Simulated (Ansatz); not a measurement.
Bi2Se3: response to strain

Base system: Bi$_{2}$Se$_{3}$ in the Bi2Te3 type structure (space group R-3m, No. 166; a = 4.145 Å, c = 29.266 Å (hexagonal axes)). Axes: x lies along a and z along c of the hexagonal cell.

Strains are applied to the cell and any free atomic positions relax; under biaxial strain the out-of-plane vector relaxes too.

Method: r2SCAN+rVV10 (Ansatz, a first-principles code, PAW, no spin-orbit coupling).

Candidates:
(a) biaxial strain −3.09 %, plane normal [001], relaxed out of plane
(b) biaxial strain +2.47 %, plane normal [001], relaxed out of plane
(c) biaxial strain −3.02 %, plane normal [001], relaxed out of plane
(d) biaxial strain +2.03 %, plane normal [001], relaxed out of plane
(e) isotropic strain −2.24 %

Notes on the quantities. energy relative to the base: free energy F.

### Question
Order them by energy relative to the base, highest first.

### Answer
(e) isotropic strain −2.24 % (+17 meV/atom), (a) biaxial strain −3.09 %, plane normal [001], relaxed out of plane (+16 meV/atom), (c) biaxial strain −3.02 %, plane normal [001], relaxed out of plane (+16 meV/atom), (b) biaxial strain +2.47 %, plane normal [001], relaxed out of plane (+9.4 meV/atom), (d) biaxial strain +2.03 %, plane normal [001], relaxed out of plane (+6.4 meV/atom)

No phonon test of stability was made.
